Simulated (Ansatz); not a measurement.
PbTe (model structure, started from the litharge type, P4/nmm, No. 129, 4 atoms in the cell): properties by level of theory

```csv
level (code),equilibrium lattice constant a (Å),lattice parameter c (Å),cohesive energy (eV/atom)
LDA (Ansatz),5.510,3.985,3.70
PBE (Ansatz),5.671,4.314,2.89
PBEsol (Ansatz),5.563,4.038,3.27
r²SCAN (Ansatz),5.666,4.363,2.84
r²SCAN+rVV10 (Ansatz),5.614,4.237,3.08
```

Ansatz's density-functional and Hartree–Fock values are scalar-relativistic unless marked +SOC, with PAW data made under PBE.

Free atoms are spin-polarised, in the lowest state found; at levels without +SOC their spin–orbit coupling is left out.

Static lattice: no zero-point or thermal effects.

A model structure was made by putting elements into a prototype or built by hand; it is no filed structure, need not be a known phase, and can be a saddle point held by its symmetry.

Ansatz is an electronic-structure program.
